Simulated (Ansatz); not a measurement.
# Effective masses and thermopower of PbS (Fm-3m)

Given:

```yaml
crystal:
  lattice:
    - [2.90846, -2.91505, 0.19598]
    - [2.90846, 2.91505, 0.19598]
    - [-0.39198, 0.00000, 5.81741]
  atoms:
    - { symbol: Pb, position: [0.25000, 0.25000, 0.25000] }
    - { symbol: Pb, position: [0.75000, 0.75000, 0.75000] }
    - { symbol: S, position: [0.75000, 0.75000, 0.25001] }
    - { symbol: S, position: [0.25000, 0.25000, 0.74999] }
```

Method: PBEsol+D3BJ with spin-orbit coupling, rigid bands (plane waves, PAW; Ansatz, an electronic-structure program). Condition of this run: spin-orbit coupling switched on. Cell: cell and atoms relaxed with PBEsol+d3bj.

| Property | Value |
|---|---|
| band gap | 0.35 eV |
| electron conductivity mass (300 K, dilute) | 0.27 mₑ |
| hole conductivity mass (300 K, dilute) | 0.31 mₑ |
| effective density of states N_c (300 K) | 5.1e19 cm⁻³ |
| effective density of states N_v (300 K) | 5.2e19 cm⁻³ |
| density-of-states mass, electrons | 1.60 mₑ |
| density-of-states mass, holes | 1.63 mₑ |
| Seebeck coefficient, n-type 1e19 cm⁻³, 300 K | -316 μV/K |
| best n-type power factor at 300 K for τ = 10 fs (best axis; densities from 1e16 to 1e21 cm⁻³ tried, whether or not they can be reached) | 16.3 μW/(cm·K²) at 1e20 cm⁻³ |
| Seebeck coefficient, p-type 1e19 cm⁻³, 300 K | 329 μV/K |

Rigid bands; masses and Seebeck coefficients take one relaxation time τ for all states and one kind of carrier; polarons and phonon drag are left out. Geometry: cell and atoms relaxed with PBEsol+D3(BJ).

PBEsol with a dispersion correction tends to overbind, so the cell can be several per cent short, in bad cases over ten, which usually narrows a gap: PbS (Fm-3m).
